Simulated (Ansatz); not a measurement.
# Sensitivity of a calculation on Bi2PbF8 (P1, 11 atoms in the cell) to its settings

```yaml
crystal:
  lattice:
    - [-2.15270, 2.15270, 8.31035]
    - [2.15270, -2.15270, 8.31035]
    - [2.15270, 2.15270, -8.31035]
  atoms:
    - { symbol: Bi, position: [0.28928, 0.31687, 0.96515] }
    - { symbol: Bi, position: [0.66988, 0.65477, 0.98552] }
    - { symbol: Pb, position: [0.03606, 0.96716, 0.99721] }
    - { symbol: F, position: [0.42834, 0.90881, 0.51661] }
    - { symbol: F, position: [0.55805, 0.07458, 0.46897] }
    - { symbol: F, position: [0.90513, 0.38124, 0.45167] }
    - { symbol: F, position: [0.07174, 0.62913, 0.52981] }
    - { symbol: F, position: [0.72802, 0.26319, 0.48686] }
    - { symbol: F, position: [0.26403, 0.77369, 0.52510] }
    - { symbol: F, position: [0.82782, 0.81913, 0.01760] }
    - { symbol: F, position: [0.22166, 0.21141, 0.05550] }
```

Base run A: PBEsol, default PAW files made with PBE (Ansatz, a first-principles code), self-consistent single point.

Its settings: basis.ecutwfc = 420 eV; kpoints.mp_grid.grid = 4 4 5; kpoints.mp_grid.shift = 0.5 0.5 0.5; hamiltonian.xc = pbesol; hamiltonian.pseudopotentials = {kind: paw} (the program's default PAW files); scf.occupations.method = gaussian; scf.occupations.width = 0.05 eV.

The starting cell comes from a database of computed structures (which also holds hypothetical and non-ambient phases and stackings), without a prior relaxation at this level. Its atoms were displaced at random from the sites of space group no. 139. Spin-orbit coupling is off. In the base run, forces exceed 1 eV/Å. Ansatz's pressure includes its estimate of the finite-basis (Pulay) stress. The shifted mesh does not hold Γ, so a gap read on it misses any band edge there.

ΔF is the free energy per atom less that of run A. A dash stands where there is no value to compare (another energy zero or no entropy term, no result, no spin, no clean gap, or a mesh too coarse for one). Absolute energies have different zeros for different potentials, functionals, Hubbard and dispersion terms and are not compared across them.

Runs:
- B: hamiltonian.dispersion: default → d3bjatm [PBEsol-D3BJ-ATM]
- C: kpoints.mp_grid.grid: 4 4 5 → 3 3 4
- D: crystal.symmetry.detect: default → false
- E: scf.mixing.algorithm: default (the program chose MSR1) → broyden; scf.mixing.ndim: default → 4
- F: scf.mixing.algorithm: default (the program chose MSR1) → anderson; scf.mixing.beta: default → 0.9

| run | ΔF (meV/atom) | pressure (GPa) | largest force (eV/Å) | gap on the mesh (eV) | k-points |
|---|---|---|---|---|---|
| A | 0.00 | -2.51 | 2.326 | 3.173 | 40 |
| B | – | -4.03 | 2.331 | 3.173 | 40 |
| C | 0.05 | -2.51 | 2.327 | 3.135 | 18 |
| D | 0.00 | -2.51 | 2.326 | 3.173 | 40 |
| E | 0.00 | -2.51 | 2.326 | 3.173 | 40 |
| F | 0.00 | -2.51 | 2.326 | 3.173 | 40 |

Run C against A: The free energy is nearly the same (within 1 meV/atom), the pressure stays at -2.51 GPa, the largest force hardly changes (2.326 to 2.327 eV/Å) and the gap on the mesh goes from 3.173 to 3.135 eV.

Run B against A: The pressure goes from -2.51 to -4.03 GPa, the largest force hardly changes (2.326 to 2.331 eV/Å) and the gap on the mesh stays at 3.173 eV.

Keys are those of Ansatz 0.2.
